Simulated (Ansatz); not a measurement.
Relaxation of the outer planes of the (100) surface of zinc-blende BP in its 1x1 cell (cut with top plane B, bottom plane B), relaxed from an ideal cut (the real face may reconstruct), outermost plane spacing 1.14 Å in the ideal cut (one of several cuts of this face), with 1 B a cell over the bulk's ratio.

Calculation: PBE (plane waves to 420 eV, PAW; Ansatz, an electronic-structure program).

Slab: 11 atoms, B6P5, 11.4 Å thick at the start; k 8x8x1, smearing 0.025 eV, dipole-corrected; all atoms relaxed; held to the start's symmetry, so lower structures may exist; spin-polarised from one start with parallel moments (other orders not tried), ending with about 2.1 μB a cell, a value that depends on the mesh; orders that need a larger cell were not tried, no spin-orbit, no U. The slab shows no gap over 0.04 eV on its mesh.

```
plane  atoms  bulk spacing to the next (Å)  relaxed spacing (Å)  change (%)  rumpling (Å)
-----  -----  ----------------------------  -------------------  ----------  ------------
1          B                         1.137                0.957       -15.9          0.00
2          P                         1.137                1.173         3.1          0.00
```
